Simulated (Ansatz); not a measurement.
**Pressure series in AlN**

The reference is AlN in the wurtzite structure (space group P6_3mc, No. 186).

```
AlN
1.0
    3.12980     0.00000     0.00000
   -1.56490     2.71049     0.00000
    0.00000     0.00000     5.01733
Al N
2 2
Direct
  0.66667   0.33333   0.00337
  0.33333   0.66667   0.50337
  0.66667   0.33333   0.62183
  0.33333   0.66667   0.12183
```

Cell and atoms are relaxed at each pressure.

All numbers come from plane-wave PAW DFT at the PBE level (Ansatz, a first-principles code, 420 eV), no spin-orbit coupling, earlier PAW set.

```tsv
pressure (GPa)	band gap (eV)
-2	3.95
-1	3.99
0	4.04
0.9	4.08
2.1	?
4.5	4.22
9	4.39
15	4.60
```

### Question
Fit E_g = E₀ + αP + βP² to the rows shown and predict the withheld row.

### Answer
Least squares on the printed values gives E₀ = 4.04 eV, α = 42.4 meV/GPa, β = -0.33 meV/GPa² (largest residual 0.00 eV); this predicts 4.12 eV, and the run gives 4.13 eV, in agreement.

Load acts through the strain it causes; cell and atoms are relaxed under it. Stability against distortions was not tested. Measured, AlN leaves this structure (for rock salt) near 14 GPa (temperature not stated; as listed in Datta, Sujoy, Jana, Debnarayan, arXiv (2020)), on rising pressure, with hysteresis.
